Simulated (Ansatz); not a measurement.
**Short convergence ladders for LuAu₂ (I4mm, 3 atoms in the cell)**

```xyz
3
Lattice="-1.8316 1.8316 4.4709 1.8316 -1.8316 4.4709 1.8316 1.8316 -4.4709" Properties=species:S:1:pos:R:3 pbc="T T T"
Lu     0.0000     0.0000     0.0500
Au     0.0000     0.0000     5.9369
Au     0.0000     0.0000     3.0050
```

Base method: LDA (PW92), default PAW files made with PBE (plane waves; Ansatz, a first-principles code).

Base settings: basis.ecutwfc = 420 eV; kpoints.mp_grid.grid = 13 13 13; hamiltonian.xc = lda; hamiltonian.pseudopotentials = {kind: paw} (the program's default PAW files); scf.occupations.method = gaussian; scf.occupations.width = 0.1 eV.

The count of work is k-points × plane waves × bands × iterations; it is no time. Core times come from one kind of shared machine, to one figure; runs under 30 s give none.

**The k-point mesh**

The second cell is the first with its lattice scaled by 0.98.

Only quantities that move along the ladder and can be compared are tabulated.

```tsv
kpoints.mp_grid.grid	free energy less the last step's (meV/atom)	energy of the compressed cell less the first (meV/atom)	pressure (GPa)	largest difference of a force vector from the last step's (eV/Å)	count of work / last	core time / last (rough)
2 2 2	166.32	-40.96	-9.09	0.690	0.0080	–
3 3 3	82.50	-37.01	-8.40	0.027	0.0094	–
4 4 4	15.52	-35.56	-8.17	0.015	0.020	–
6 6 6	-0.40	-33.64	-7.95	0.014	0.047	–
8 8 8	1.60	-34.72	-8.08	0.003	0.092	–
10 10 10	-0.90	-34.03	-7.98	0.002	0.16	0.3
13 13 13	-1.04	-34.05	-7.99	0.000	0.31	0.3
20 20 20	0.00	-34.13	-7.99	0.000	1.0	1
```

Coarsest kpoints.mp_grid.grid that holds the forces within 0.01 eV/Å of the last step, with all finer ones: 8 8 8, at 0.092 of the last step's count of work; the step before is off by 0.014 eV/Å.

Coarsest kpoints.mp_grid.grid that holds the free energy within 5 meV/atom of the last step, with all finer ones: 6 6 6, at 0.047 of the last step's count of work; the step before is off by 16 meV/atom.

Coarsest kpoints.mp_grid.grid that holds the energy of the compressed cell less the first within 0.2 meV/atom of the last step, with all finer ones: 10 10 10, at 0.16 of the last step's count of work and about 0.3 of the last step's time; the step before is off by 0.60 meV/atom.

**The k-point mesh at a smearing width of 0.02 eV**

In this ladder: scf.occupations.width = 0.02 eV.

Only quantities that move along the ladder and can be compared are tabulated.

| kpoints.mp_grid.grid | free energy less the last step's (meV/atom) | pressure (GPa) | largest difference of a force vector from the last step's (eV/Å) | count of work / last | core time / last (rough) |
|---|---|---|---|---|---|
| 5 5 5 | -4.36 | -8.12 | 0.020 | 0.015 | – |
| 8 8 8 | 1.86 | -8.06 | 0.006 | 0.050 | – |
| 11 11 11 | 2.40 | -7.96 | 0.004 | 0.11 | 0.2 |
| 17 17 17 | 0.05 | -7.98 | 0.001 | 0.34 | 0.5 |
| 25 25 25 | 0.00 | -7.98 | 0.000 | 1.0 | 1 |

Coarsest kpoints.mp_grid.grid that holds the pressure within 0.05 GPa of the last step, with all finer ones: 11 11 11, at 0.11 of the last step's count of work and about 0.2 of the last step's time; the step before is off by 0.08 GPa.

Coarsest kpoints.mp_grid.grid that holds the forces within 0.005 eV/Å of the last step, with all finer ones: 11 11 11, at 0.11 of the last step's count of work and about 0.2 of the last step's time; the step before is off by 0.006 eV/Å.

Coarsest kpoints.mp_grid.grid that holds the free energy within 0.5 meV/atom of the last step, with all finer ones: 17 17 17, at 0.34 of the last step's count of work; the step before is off by 2.4 meV/atom.

**The k-point mesh at a smearing width of 0.3 eV**

In this ladder: scf.occupations.width = 0.3 eV.

Only quantities that move along the ladder and can be compared are tabulated.

```csv
kpoints.mp_grid.grid,free energy less the last step's (meV/atom),pressure (GPa),count of work / last,core time / last (rough)
5 5 5,-7.64,-8.16,0.015,–
8 8 8,1.13,-8.00,0.050,–
11 11 11,0.74,-7.92,0.11,0.2
17 17 17,-0.10,-7.93,0.34,0.7
25 25 25,0.00,-7.93,1.0,1
```

Coarsest kpoints.mp_grid.grid that holds the free energy within 2 meV/atom of the last step, with all finer ones: 8 8 8, at 0.050 of the last step's count of work; the step before is off by 7.6 meV/atom.

Coarsest kpoints.mp_grid.grid that holds the pressure within 0.05 GPa of the last step, with all finer ones: 11 11 11, at 0.11 of the last step's count of work and about 0.2 of the last step's time; the step before is off by 0.07 GPa.

On the base run: the starting cell comes from a database of computed structures (which also holds hypothetical and non-ambient phases and stackings), without a prior relaxation at this level. Its lattice was rescaled by up to half a per cent. One atom was moved a little off its site on purpose. In the base run, with a pressure of about -8 GPa the cell is away from its equilibrium volume at this level. Ansatz's pressure includes its estimate of the finite-basis (Pulay) stress.

Keys are those of Ansatz 0.2.
